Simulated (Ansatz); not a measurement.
Levels about the gap of amorphous silicon oxide (Si24O47) (71 atoms in a cell of 1105 Å³, 2.14 g/cm³; zone centre alone, so wide bands show as single levels with stretches between that a denser mesh fills), at the geometry that PBE relaxed, where it gives 0.0 GPa on a denser mesh. The participation number counts the atoms over which a state spreads; weights are charges in smoothed Voronoi cells. The levels come from a single point, so bond lengths are those of that geometry. Method of the levels: PBE, scalar-relativistic without spin-orbit coupling (Ansatz, a quantum-chemistry and plane-wave program). Sampling: the zone centre alone; Fermi-Dirac width 0.02 eV; no spin polarisation. The usual formal charges leave 2 electrons over, so the level spacing at the Fermi energy parts defect or band states and needn't be the band gap. At PBE the levels at the filled edge of the gap are localised (band-tail or defect states), and the nearest spread-out levels lie 5.2 eV apart at the zone centre.

A CHGNet melt-quench gave the starting glass, which DFT then relaxed. O atoms were pushed apart under 1.9 Å during the dynamics, to hinder bonds among them. The hot cell started wider than the set density and was brought back towards it in steps. It is the lowest in DFT energy of 2 quenches. It is a model cell: composition and starting density were chosen by hand, and all elements were melted together. No dispersion term was used. Its density started from a set value of 2.25 and ended at 2.14 g/cm³. The quench (nominally 150 K/ps over its main leg) was far faster than any real one, so the model tends to hold more defects than a real film. Values belong to this one cell and scatter from quench to quench. Volume and shape were free in the relaxation.

| E - E(highest filled), eV | filling | participation number | largest on | weight O | weight Si |
|---|---|---|---|---|---|
| -2.13 | filled | 17.1 | O, 2 neighbours | 0.95 | 0.05 |
| -2.05 | filled | 8.0 | O, 2 neighbours | 0.96 | 0.04 |
| -1.90 | filled | 10.2 | O, 2 neighbours | 0.94 | 0.06 |
| -1.69 | filled | 3.6 | O, 2 neighbours | 0.94 | 0.06 |
| -1.31 | filled | 3.1 | O, 2 neighbours | 0.94 | 0.06 |
| -0.72 | filled | 2.7 | O, 2 neighbours | 0.96 | 0.04 |
| 0.00 | filled | 6.7 | Si, 4 neighbours | 0.52 | 0.48 |
| 3.08 | empty | 34.1 | O, 3 neighbours | 0.69 | 0.31 |
| 4.46 | empty | 31.5 | O, 3 neighbours | 0.66 | 0.34 |
| 4.80 | empty | 32.8 | O, 2 neighbours | 0.67 | 0.33 |
| 4.88 | empty | 38.8 | Si, 4 neighbours | 0.62 | 0.38 |
| 5.07 | empty | 37.1 | Si, 5 neighbours | 0.65 | 0.35 |
| 5.34 | empty | 32.4 | Si, 4 neighbours | 0.69 | 0.31 |
| 5.48 | empty | 41.7 | O, 2 neighbours | 0.73 | 0.27 |

Most localised among these is the filled level at -0.72 eV, on a O atom, which has 2 neighbours (Si 1.63 Å, Si 1.77 Å).
